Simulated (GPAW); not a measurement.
# A self-consistent single point of TaGaNi6 (P4/mmm, 8 atoms in the cell) with GPAW

Method of the run: PBEsol, GPAW PAW datasets PBEsol (made by gpaw-setup) (plane waves; GPAW).

Input:

```python
from ase import Atoms
from ase.units import GPa
from gpaw import GPAW

atoms = Atoms(['Ta', 'Ga', 'Ni', 'Ni', 'Ni', 'Ni', 'Ni', 'Ni'],
              cell=[[3.656002, 0.000000, 0.000000],
                    [0.000000, 3.656002, 0.000000],
                    [0.000000, 0.000000, 7.249966]],
              positions=[[0.000000, 0.000000, 3.624983],
                         [0.000000, 0.000000, 0.000000],
                         [1.828001, 1.828001, 0.000000],
                         [1.828001, 1.828001, 3.624983],
                         [1.828001, 0.000000, 1.788639],
                         [1.828001, 0.000000, 5.461327],
                         [0.000000, 1.828001, 1.788639],
                         [0.000000, 1.828001, 5.461327]],
              pbc=True)

calc = GPAW(mode={'name': 'pw', 'ecut': 800},
            xc='PBEsol',
            kpts={'size': (6, 6, 3), 'gamma': True},
            occupations={'name': 'methfessel-paxton', 'width': 0.136, 'order': 0},
            nbands=-16,
            convergence={'density': 1e-05},
            symmetry={'symmorphic': False, 'tolerance': 0.0005},
            maxiter=120,
            txt='-')

atoms.calc = calc

energy = atoms.get_potential_energy()
print('Energy (eV):', round(energy, 6))
forces = atoms.get_forces()
print('Forces (eV/Ang):')
print(forces.round(5))
stress = atoms.get_stress()
print('Stress (GPa, Voigt):', (stress / GPa).round(4))
```

Output, abridged:

```
Input parameters:
  convergence: {density: 1e-05}
  kpts: {gamma: True,
         size: (6, 6, 3)}
  maxiter: 120
  mode: {ecut: 800,
         name: pw}
  nbands: -16
  occupations: {name: methfessel-paxton,
                order: 0,
                width: 0.136}
  symmetry: {symmorphic: False,
             tolerance: 0.0005}
  xc: PBEsol

species:
  Ta:
    name: Tantalum
    Z: 73.0
    valence: 13
    core: 60
    charge: 0.0
    file: Ta.PBEsol.gz

    # Using partial waves for Ta as LCAO basis

  Ga:
    name: Gallium
    Z: 31.0
    valence: 3
    core: 28
    charge: 0.0
    file: Ga.PBEsol.gz

    # Using partial waves for Ga as LCAO basis

  Ni:
    name: Nickel
    Z: 28.0
    valence: 16
    core: 12
    charge: 0.0
    file: Ni.PBEsol.gz

    # Using partial waves for Ni as LCAO basis

Reference energy: -724886.108684  # eV

Spin-paired calculation

Convergence criteria:
 Maximum [total energy] change in last 3 cyles: 0.0005 eV / valence electron
 Maximum integral of absolute [dens]ity change: 1e-05 electrons / valence electron
 Maximum integral of absolute [eigenst]ate change: 4e-08 eV^2 / valence electron
 Maximum number of scf [iter]ations: 120

Symmetries present (total): 16
Symmetries with fractional translations: 0
108 k-points: 6 x 6 x 3 Monkhorst-Pack grid + [1/12,1/12,0.000000]
20 k-points in the irreducible part of the Brillouin zone
       k-points in crystal coordinates                weights
   0:     0.00000000    0.00000000    0.00000000          1/108
   1:     0.00000000    0.00000000    0.33333333          2/108
   2:     0.16666667    0.00000000    0.00000000          4/108
   [... 7 lines left out ...]
          ...
  19:     0.50000000    0.50000000    0.33333333          2/108

Wave functions: Plane wave expansion
  Cutoff energy: 800.000 eV
  Number of coefficients (min, max): 4932, 5013
  Pulay-stress correction: 0.000000 eV/Ang^3 (de/decut=0.000000)

Occupation numbers: Methfessel-Paxton:
  width: 0.1360  # eV
  order: 0

Eigensolver

Densities:
  Coarse grid: 24*24*48 grid
  Fine grid: 48*48*96 grid
  Total Charge: 0.000000

Density mixing:
  Method: separate
  Backend: pulay
  Linear mixing parameter: 0.05
  old densities: 5
  Damping of long wavelength oscillations: 50

Hamiltonian:
  XC and Coulomb potentials evaluated on a 48*48*96 grid
  External potential:
    NoExternalPotential

XC parameters: PBEsol with 2 nearest neighbor stencil

Number of atoms: 8
Number of atomic orbitals: 89
Number of bands in calculation: 72
Number of valence electrons: 112
Bands to converge: occupied

Density initialized from atomic densities
  72 bands from LCAO basis set

Atomic positions and initial magnetic moments

Positions:
   0 Ta     0.000000    0.000000    3.624983    ( 0.0000,  0.0000,  0.0000)
   1 Ga     0.000000    0.000000    0.000000    ( 0.0000,  0.0000,  0.0000)
   2 Ni     1.828001    1.828001    0.000000    ( 0.0000,  0.0000,  0.0000)
   3 Ni     1.828001    1.828001    3.624983    ( 0.0000,  0.0000,  0.0000)
   4 Ni     1.828001    0.000000    1.788639    ( 0.0000,  0.0000,  0.0000)
   5 Ni     1.828001    0.000000    5.461327    ( 0.0000,  0.0000,  0.0000)
   6 Ni     0.000000    1.828001    1.788639    ( 0.0000,  0.0000,  0.0000)
   7 Ni     0.000000    1.828001    5.461327    ( 0.0000,  0.0000,  0.0000)

Unit cell:
           periodic     x           y           z      points  spacing
  1. axis:    yes    3.656002    0.000000    0.000000    24     0.1523
  2. axis:    yes    0.000000    3.656002    0.000000    24     0.1523
  3. axis:    yes    0.000000    0.000000    7.249966    48     0.1510

  Lengths:   3.656002   3.656002   7.249966
  Angles:   90.000000  90.000000  90.000000

Effective grid spacing dv^(1/3) = 0.1519

     iter     time        total  log10-change:
                         energy   eigst   dens
iter:   1 --:--:--   -66.420238
iter:   2 --:--:--   -65.367202   -0.22  -1.55
iter:   3 --:--:--   -64.632844   -0.72  -1.62
iter:   4 --:--:--   -64.663370   -1.23  -1.70
iter:   5 --:--:--   -64.579653   -1.84  -1.90
iter:   6 --:--:--   -64.641150   -2.21  -2.00
iter:   7 --:--:--   -64.690754   -2.43  -2.14
iter:   8 --:--:--   -64.681175c  -3.27  -2.37
iter:   9 --:--:--   -64.665624c  -3.45  -2.44
iter:  10 --:--:--   -64.666432c  -3.81  -2.73
iter:  11 --:--:--   -64.666163c  -4.73  -3.03
iter:  12 --:--:--   -64.666082c  -5.10  -3.12
iter:  13 --:--:--   -64.665792c  -5.15  -3.30
iter:  14 --:--:--   -64.665793c  -4.99  -3.46
iter:  15 --:--:--   -64.665747c  -5.64  -3.98
iter:  16 --:--:--   -64.665747c  -6.42  -4.20
iter:  17 --:--:--   -64.665743c  -6.80  -4.21
iter:  18 --:--:--   -64.665743c  -7.16  -4.37
iter:  19 --:--:--   -64.665743c  -7.47c -4.42
iter:  20 --:--:--   -64.665744c  -7.67c -4.52
iter:  21 --:--:--   -64.665744c  -8.04c -4.67
iter:  22 --:--:--   -64.665742c  -8.06c -4.80
iter:  23 --:--:--   -64.665742c  -8.69c -4.92
iter:  24 --:--:--   -64.665742c  -9.03c -5.07c

Converged after 24 iterations.

Dipole moment: (-0.000000, -0.000000, -0.000000) |e|*Ang

Energy contributions relative to reference atoms: (reference = -724886.108684)

Kinetic:        +35.703656
Potential:      -25.761618
External:        +0.000000
XC:             -74.941654
Entropy (-ST):   -0.015232
Local:           +0.341491
SIC:             +0.000000
--------------------------
Free energy:    -64.673358
Extrapolated:   -64.665742

Showing only first 2 kpts
 Kpt  Band  Eigenvalues  Occupancy
  0    54      9.08803    1.91137
  0    55     10.31769    0.00000
  0    56     10.31769    0.00000
  0    57     10.58556    0.00000

  1    54      9.03783    1.97390
  1    55      9.34820    0.31596
  1    56      9.83243    0.00000
  1    57      9.83243    0.00000

Fermi level: 9.25177

No gap
No difference between direct/indirect transitions
Energy (eV): -64.665742

Forces in eV/Ang:
  0 Ta    0.00000    0.00000    0.00000
  1 Ga   -0.00000    0.00000    0.00000
  2 Ni   -0.00000    0.00000    0.00000
  3 Ni   -0.00000    0.00000    0.00000
  4 Ni    0.00000    0.00000    0.16773
  5 Ni    0.00000    0.00000   -0.16773
  6 Ni   -0.00000    0.00000    0.16773
  7 Ni   -0.00000    0.00000   -0.16773

Stress tensor:
     0.060042     0.000000     0.000000
     0.000000     0.060042     0.000000
     0.000000     0.000000     0.065354
Stress (GPa, Voigt): [ 9.6198  9.6198 10.4708  0.      0.      0.    ]
```

The run converged in 24 iterations. GPAW prints stress with tension positive.

The starting cell comes from a database of computed structures (which also holds hypothetical and non-ambient phases and stackings), without a prior relaxation at this level. Its lattice was rescaled by a random factor within 2.5 % of one. Spin-orbit coupling is off. Spin polarisation is off. With a pressure of about -10 GPa the cell is away from its equilibrium volume at this level.

Cost on one core of a shared machine: roughly 5 min.
